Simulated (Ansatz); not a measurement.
AlN (model structure, started from the HgO type, Fm-3m, No. 225, 6 atoms in the cell; like a known high-pressure phase) was calculated with r²SCAN+rVV10 (Ansatz, a program for electronic structure, plane waves, PAW).

Run with plane-wave cutoff 560 eV, 12×12×4 k mesh (along the axes of the cell as run), Fermi–Dirac smearing 0.01 eV, scalar-relativistic PAW data made under PBE.

Computed at the level's own relaxed cell.

```xyz
6
Lattice="2.8519 0.0000 0.0000 -1.4260 2.4698 0.0000 0.0000 0.0000 6.9857" Properties=species:S:1:pos:R:3 pbc="T T T"
Al     0.4753     0.8233     3.4929
Al     1.9013     0.0000     5.8214
Al    -0.9506     1.6465     1.1643
N      0.4753     0.8233     0.0000
N      1.9013     0.0000     2.3286
N     -0.9506     1.6465     4.6571
```

### Question
List the 15 lowest band energies at Γ above −25 eV (eV, relative to the valence band maximum), grouping those that round alike.

### Answer
At Γ: -18.47, -16.38 (×2), -6.39 (×2), -0.91 (×4), 0.00 (×3), 6.56, 7.34 (×2).

A model structure was made by putting elements into a prototype or built by hand; it is no filed structure, need not be a known phase, and can be a saddle point held by its symmetry.
